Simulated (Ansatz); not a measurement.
Band structure of KCl (Fm-3m, 2 atoms in the cell).

```yaml
crystal:
  lattice:
    - [0.00000, 3.14187, 3.14187]
    - [3.14187, 0.00000, 3.14187]
    - [3.14187, 3.14187, 0.00000]
  atoms:
    - { symbol: K, position: [0.00000, 0.00000, 0.00000] }
    - { symbol: Cl, position: [0.50000, 0.50000, 0.50000] }
```

Level of theory: PBEsol, PAW files made with PBE (plane waves; Ansatz, a program for electronic structure).

Settings: kpoints.mp_grid.grid = 5 5 5; hamiltonian.xc = pbesol; hamiltonian.pseudopotentials = {kind: paw} (the program's default PAW files); scf.occupations.method = fermi_dirac; scf.occupations.width = 0.01 eV; kpoints.band_path.npoints = 8.

The starting cell comes from a database of computed structures (which also holds hypothetical and non-ambient phases and stackings), without a prior relaxation at this level.

### Question
Predict the gap along the standard path and the places of the band edges.

### Answer
The gap along the path is 5.04 eV, direct at Γ to within 0.01 eV.

Levels in eV from the top of the valence band on the path, bands 5 to 11:
| point | 5 | 6 | 7 | 8 | 9 | 10 | 11 |
|---|---|---|---|---|---|---|---|
| Γ | -10.56 | 0.00 | 0.00 | 0.00 | 5.04 | 8.28 | 8.28 |
| X | -10.62 | -0.68 | -0.23 | -0.23 | 6.39 | 8.24 | 9.92 |
| W | -10.47 | -0.50 | -0.49 | -0.49 | 7.91 | 7.91 | 9.35 |
| K | -10.51 | -0.58 | -0.57 | -0.30 | 7.14 | 8.95 | 9.21 |
| L | -10.32 | -1.09 | -0.34 | -0.34 | 7.43 | 8.51 | 10.47 |
| U | -10.51 | -0.58 | -0.57 | -0.30 | 7.14 | 8.95 | 9.21 |

Keys are those of Ansatz 0.2.
